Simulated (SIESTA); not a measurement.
A self-consistent single point of Mo₃Os (Pm-3n, 8 atoms in the cell) with SIESTA.

Computed with GGA PBEsol, numerical atomic orbitals TZP, PseudoDojo PBEsol standard norm-conserving potentials (rewritten from UPF to PSML) run with SIESTA.

```
CELL_PARAMETERS angstrom
      4.97629     0.00000     0.00000
      0.00000     4.97629     0.00000
      0.00000     0.00000     4.97629
ATOMIC_POSITIONS crystal
  Mo 0.25000 0.00000 0.50000
  Mo 0.75000 0.00000 0.50000
  Mo 0.50000 0.75000 0.00000
  Mo 0.50000 0.25000 0.00000
  Mo 0.00000 0.50000 0.75000
  Mo 0.00000 0.50000 0.25000
  Os 0.00000 0.00000 0.00000
  Os 0.50000 0.50000 0.50000
```

Reference input (self-consistent single point, DFT, LDA PW92, numerical atomic orbitals TZP, PseudoDojo LDA standard norm-conserving potentials (rewritten from UPF to PSML)): XC.functional = LDA; XC.authors = PW92; potentials = PseudoDojo LDA standard; PAO.BasisSize = TZP; PAO.EnergyShift = 0.01 Ry; MeshCutoff = 350 Ry; kgrid.MonkhorstPack = 5 5 5; OccupationFunction = MP; OccupationMPOrder = 0; ElectronicTemperature = 200 meV; MaxSCFIterations = 150; SCF.Mixer.Method = Pulay. This run's input differs from it in these lines:

```diff
@@ -1,2 +1,2 @@
-# files in the folder: Mo.psml Os.psml (PseudoDojo LDA standard)
+# files in the folder: Mo.psml Os.psml (PseudoDojo PBEsol standard)
 SystemName  Mo3Os
@@ -28,4 +28,4 @@
 
-XC.functional                LDA
-XC.authors                   PW92
+XC.functional                GGA
+XC.authors                   PBEsol
 PAO.BasisSize                TZP
```

The program printed (abridged):

```
        iscf     Eharris(eV)        E_KS(eV)     FreeEng(eV)     dDmax    Ef(eV) dHmax(eV)
   scf:    1   -16909.589459   -16962.180981   -16962.326395  1.567925 -2.023412  7.541013
   scf:    2   -16973.421738   -16968.755539   -16968.915130  0.274980 -2.494014  5.498781
   scf:    3   -16974.304312   -16971.926699   -16972.099078  0.171754 -2.977017  2.452912
   scf:    4   -16973.583438   -16973.069932   -16973.256463  0.158485 -3.472897  0.255083
   scf:    5   -16972.996314   -16973.057098   -16973.244015  0.019244 -3.470615  0.465488
   scf:    6   -16973.003645   -16973.032262   -16973.218980  0.004816 -3.463710  0.668668
   scf:    7   -16973.098130   -16973.072611   -16973.259900  0.010527 -3.496428  0.321134
   scf:    8   -16973.082269   -16973.080697   -16973.267996  0.005081 -3.493843  0.014289
   scf:    9   -16973.080732   -16973.080717   -16973.268007  0.000220 -3.493354  0.003665
   scf:   10   -16973.080718   -16973.080718   -16973.268008  0.000077 -3.493358  0.000131
SCF Convergence by DM+H criterion
max |DM_out - DM_in|         :     0.0000768579
max |H_out - H_in|      (eV) :     0.0001309713
SCF cycle converged after 10 iterations

Using DM_out to compute the final energy and forces

siesta: E_KS(eV) =           -16973.0807

siesta: E_KS - E_eggbox =    -16973.0807

siesta: Atomic forces (eV/Ang):
     1   -0.000024   -0.000000    0.000000
     2    0.000024   -0.000000    0.000000
     3   -0.000000   -0.000022   -0.000000
     4   -0.000000    0.000022   -0.000000
     5    0.000000    0.000000   -0.000000
     6    0.000000    0.000000    0.000000
     7    0.000000   -0.000000   -0.000000
     8   -0.000000    0.000000    0.000000
   Tot    0.000000    0.000000   -0.000000
   Max    0.000024
   Res    0.000009    sqrt( Sum f_i^2 / 3N )
   Max    0.000024    constrained

   [... lines left out ...]
siesta: FreeEng =    -16973.268008
   [... lines left out ...]
siesta:     0.047337   -0.000000   -0.000000
siesta:    -0.000000    0.047337   -0.000000
siesta:    -0.000000   -0.000000    0.047338

siesta: Cell volume =        123.230169 Ang**3

siesta: Pressure (static):
siesta:                Solid            Molecule  Units
siesta:          -0.00051557         -0.00051557  Ry/Bohr**3
siesta:          -0.04733750         -0.04733751  eV/Ang**3
siesta:         -75.84303590        -75.84305083  kBar
```

The run converged in 10 iterations. Against the reference run the pressure goes from -12.38 to -7.58 GPa.

The starting cell comes from a database of computed structures (which also holds hypothetical and non-ambient phases and stackings), without a prior relaxation at this level. Spin polarisation is off. Values carry the incompleteness of an atom-centred basis. With a pressure of about -8 GPa the cell is away from its equilibrium volume at this level.

Cost on one core of a shared machine: roughly 2 min.
